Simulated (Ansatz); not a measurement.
This Ansatz (a quantum-chemistry and plane-wave program) input is the reference run, ZnS in the zinc blende structure (space group F-43m, No. 216), computed with PBEsol in Ansatz (plane waves to 420 eV, PAW, no SOC):

Ansatz 0.2 input:
```yaml
crystal:
  lattice:
    - [0, 2.6782568156, 2.6782568156]
    - [2.6782568156, 0, 2.6782568156]
    - [2.6782568156, 2.6782568156, 0]
  atoms:
    - { symbol: S, position: [0.25, 0.25, 0.25] }
    - { symbol: Zn, position: [0, 0, 0] }
basis: { ecutwfc: 420, ecutrho_ratio: 4, xc_grid: 2, fft_grid_basis: typed }
kpoints: { mp_grid: { grid: [11, 11, 11] } }
hamiltonian:
  xc: pbesol
  dispersion: none
  pseudopotentials: { kind: paw }
scf: { occupations: { method: fermi_dirac, width: 0.05 }, convergence: { dr2_threshold: 0.0000000002 } }
output: { forces: true, stress: true }
checkpoint: { write: state.ck, write_every: 1000 }
```

Question: Write the input for this change: the cell is stretched by 2.46 % along y with no lateral relaxation, atoms relaxed at fixed cell.

Answer: 
Ansatz 0.2 input:
```yaml
crystal:
  lattice:
    - [0, 2.7441419333, 2.6782568156]
    - [2.6782568156, 0, 2.6782568156]
    - [2.6782568156, 2.7441419333, 0]
  atoms:
    - { symbol: S, position: [0.25, 0.25, 0.25] }
    - { symbol: Zn, position: [0, 0, 0] }
basis: { ecutwfc: 420, ecutrho_ratio: 4, xc_grid: 2, fft_grid_basis: typed }
kpoints: { mp_grid: { grid: [11, 11, 11] } }
hamiltonian:
  xc: pbesol
  dispersion: none
  pseudopotentials: { kind: paw }
scf: { occupations: { method: fermi_dirac, width: 0.05 }, convergence: { dr2_threshold: 0.0000000002 } }
relax: { f_tol: 0.005, max_steps: 50 }
output: { forces: true, stress: true }
checkpoint: { write: state.ck, write_every: 1000 }
```
This is the input that was run.

The cells carry an imposed strain or load. Stability against distortions was not tested.
